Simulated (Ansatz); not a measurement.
B on the Al site in corundum: one set of geometries, relaxed with PBE, evaluated in Ansatz (PAW, plane waves to 420 eV, 500 eV under r2SCAN) with PBE, r2SCAN.

Details: 120-site cell; 2×2×2 Γ-centred k-points; start: the Al site; charged states image-corrected; finite-size errors of tenths of an eV; flagged in the runs: a host whose relaxation on this sampling wasn't shown to rest, a strain field that reaches the edge of the cell.

```json
[
 {"quantity": "host gap (eV)", "PBE": "5.85", "r2SCAN": "[?]"},
 {"quantity": "ε(0/−1) above the VBM (eV)", "PBE": "5.72", "r2SCAN": "[?]"},
 {"quantity": "neutral formation energy against fcc Al, alpha boron (eV)", "PBE": "3.30", "r2SCAN": "[?]"},
 {"quantity": "largest moment on one atom at charge −1 (μB)", "PBE": "0.19", "r2SCAN": "[?]"}
]
```

Question: Given the lower rungs, what does r2SCAN give?

Answer: 
- host gap (eV), r2SCAN: 6.73
- ε(0/−1) above the VBM (eV), r2SCAN: 6.12
- neutral formation energy against fcc Al, alpha boron (eV), r2SCAN: 3.74
- largest moment on one atom at charge −1 (μB), r2SCAN: 0.20

Ansatz is a first-principles code.
